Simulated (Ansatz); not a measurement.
Base system: In₂O₃ (space group P-3m1, No. 164; a = 3.419 Å, c = 6.094 Å; a hypothetical phase, not in the database extracts checked).

Levels (all Ansatz, an electronic-structure program, PAW): PBEsol (420 eV, no SOC); r2SCAN (500 eV, no spin-orbit coupling); HSE06 (420 eV, spin-orbit coupling left out).

At the geometry relaxed with PBEsol, these levels gave the following band gaps, in shuffled order: (a) 2.18 eV, (b) 1.31 eV, (c) 0.70 eV.

**Question.** Match each gap to its level.

**Answer.** (a) HSE06; (b) r2SCAN; (c) PBEsol.

Single points use the geometry relaxed with PBEsol. HSE06 was sampled on its mesh, a few special points and the semilocal edge points, so its gap is an upper bound. No phonon test of stability was made. The base started in P3m1 and relaxed to P-3m1 at this level.
